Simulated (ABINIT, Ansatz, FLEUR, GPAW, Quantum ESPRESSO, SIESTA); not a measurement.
**One structure in several programs: TiAl3 (Pmm2, 4 atoms in the cell)**

Self-consistent single point.

```xyz
4
Lattice="2.8397 0.0000 0.0000 0.0000 4.6813 0.0000 0.0000 0.0000 4.9007" Properties=species:S:1:pos:R:3 pbc="T T T"
Ti     0.0000     2.3406     0.8131
Al     1.4198     2.3406     3.2701
Al     1.4198     0.0000     1.6217
Al     0.0000     0.0000     4.0965
```

All programs got the same cell, k-point mesh and kind of occupations (in Ansatz's words: kpoints.mp_grid.grid = 12 7 7; scf.occupations.method = fermi_dirac; scf.occupations.width = 0.1 eV); potentials, basis and cutoffs are each program's usual ones.

```tsv
code	model	pressure (GPa)	largest force (eV/Å)	k-points	cutoff
Quantum ESPRESSO	LDA (PZ), GBRV 1.5 ultrasoft (LDA) pseudopotentials	-5.05	0.084	112	50 Ry
SIESTA	LDA PW92, numerical atomic orbitals DZP, PseudoDojo LDA standard norm-conserving potentials (rewritten from UPF to PSML)	-5.85	0.091	298	grid 350 Ry
FLEUR	LDA (Perdew-Zunger), all-electron FLAPW (FLEUR), scalar-relativistic valence	–	0.083	112	Kmax 4.1 1/bohr
Ansatz	LDA (PW92), PAW files made with PBE	-5.04	0.087	112	default
GPAW	LDA (Perdew-Wang 92), GPAW PAW datasets LDA (gpaw-data 1.0.1)	-4.78	0.079	112	850 eV
ABINIT	LDA (PW92), norm-conserving pseudopotentials (PseudoDojo nc-sr-04 LDA standard)	-5.24	0.082	112	42 Ha
```

Size of the force on each atom (eV/Å): Sizes of forces hide their directions.

| code | Ti1 | Al2 | Al3 | Al4 |
|---|---|---|---|---|
| Quantum ESPRESSO | 0.076 | 0.020 | 0.028 | 0.084 |
| SIESTA | 0.067 | 0.016 | 0.040 | 0.091 |
| FLEUR | 0.075 | 0.018 | 0.026 | 0.083 |
| Ansatz | 0.075 | 0.018 | 0.030 | 0.087 |
| GPAW | 0.074 | 0.018 | 0.023 | 0.079 |
| ABINIT | 0.075 | 0.019 | 0.026 | 0.082 |

A dash marks a value that a program does not give, or that is left out as unsure.

The spread over the programs that give each value: pressure within 1.07 GPa; largest force within 0.012 eV/Å.

The starting cell comes from a database of computed structures (which also holds hypothetical and non-ambient phases and stackings), without a prior relaxation at this level. On Ansatz's run: Spin polarisation is off. In the base run, with a pressure of about -5 GPa the cell is away from its equilibrium volume at this level.

Why do the programs differ, and what cannot be compared?

Differences of this kind can come from the potentials, where these differ, and from what each basis and cutoff leave unconverged. The zero of total energies and Fermi levels follows the potentials and each program's conventions, so they are not compared here. SIESTA uses small atom-centred bases, whose incompleteness enters pressures, forces and empty levels differently from a plane-wave cutoff. FLEUR treats all electrons, but the usual bases taken here (sphere radii, linearisation, local orbitals, empty states) were not tested for convergence, so the values are no reference for the others. Ansatz's pressure is given at a fixed set of plane waves, as the other plane-wave codes print theirs. The same LDA comes in different parametrisations, which differ slightly. The programs reduce the same mesh by symmetry to different extents, which changes the work and not the result.

Left out of this page: Elk (not drawn, or without a comparable value).

Ansatz is a quantum-chemistry and plane-wave program.

Keys are those of Ansatz 0.2.
